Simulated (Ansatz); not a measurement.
Si (diamond structure), Σ5 (310) [001] symmetric tilt. One P atom replaces one Si atom in a bicrystal of 48 atoms (one solute to 47 Å² of one boundary, a high coverage); atoms relaxed, cell held. Energies count from the site farthest from both boundaries, which lies only 5.2 Å away; negative means that the solute is drawn to the site. The cell is neutral, and spin is allowed where the electrons are odd. k-points: Γ-centred 3×4×1 mesh; occupations: Fermi-Dirac, 0.050 eV; spin-polarised, moments started parallel. Scalar-relativistic, no spin-orbit coupling.

Sites tried, by distance from the nearest boundary plane (Å): 0.00, 0.85, 0.85, 1.81.

**Question.** Does P segregate by PBE run with Ansatz (a quantum-chemistry and plane-wave program), and with what energy at each site?

**Answer.** 0.00 Å: -0.13 eV; 0.85 Å: -0.08 eV; 0.85 Å: -0.08 eV; 1.81 Å: -0.10 eV. The most favoured site tried binds it by 0.13 eV.
